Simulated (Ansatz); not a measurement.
System: YMgNO (model structure, started from the LaZnOP type, P4/nmm, No. 129, 8 atoms in the cell). Method: PBE (plane waves, PAW; Ansatz, a first-principles code).

Numerical settings: plane-wave cutoff 520 eV, 8×8×4 k mesh (along the axes of the cell as run), Fermi–Dirac smearing 0.01 eV, scalar-relativistic PAW data made under PBE.

Cell (relaxed at this level):

Space group P4/nmm, origin choice 1 (No. 129); a = b = 3.7852 Å, c = 7.8338 Å, α = β = γ = 90.00°

```
atom  site  symmetry       x       y       z
----  ----  --------  ------  ------  ------
Y       2c       4mm  0.5000  0.0000  0.1451
Mg      2b      -4m2  0.5000  0.5000  0.5000
N       2c       4mm  0.0000  0.5000  0.3740
O       2a      -4m2  0.0000  0.0000  0.0000
```

**Question.** What does this level give for the band gap and smallest direct gap on the k points sampled?

**Answer.** 
- band gap = 1.70 eV
- smallest direct gap on the k points sampled = 1.88 eV

Note: the relaxation could raise the start's symmetry but not lower it, so the cell can be a saddle point.

Spin–orbit coupling is not included.

It cost around 21 core-seconds (rough) of CPU time.

A model structure was made by putting elements into a prototype or built by hand; it is no filed structure, need not be a known phase, and can be a saddle point held by its symmetry.
